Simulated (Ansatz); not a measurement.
The reference is Zr₃N₄ (space group I-43d, No. 220; a = 6.703 Å).

Calculations: Kohn–Sham DFT with the PBEsol functional, run in Ansatz (a quantum-chemistry and plane-wave program) with PAW and 420 eV plane waves, spin-orbit coupling left out.

One change was made to it. Results:

```csv
quantity,base,after
width of the top valence band,1.32 eV,1.30 eV
density,7.27 g/cm³,7.36 g/cm³
shortest interatomic distance,2.232 Å,2.229 Å
```

### Question
What was done to the base?
(A) pressure 3 GPa
(B) pressure −1 GPa
(C) pressure −2 GPa
(D) pressure 10 GPa
(E) pressure 0.3 GPa

### Answer
A, pressure 3 GPa. For comparison, the density in the other runs: pressure −2 GPa gives 7.21 g/cm³; pressure 0.3 GPa gives 7.28 g/cm³; pressure 10 GPa gives 7.54 g/cm³; pressure −1 GPa gives 7.24 g/cm³.

The levels and masses belong to the bands next to the band gap. Load acts through the strain it causes; cell and atoms are relaxed under it. Whether these cells are dynamically stable was not tested. Competing high-pressure phases were not computed.
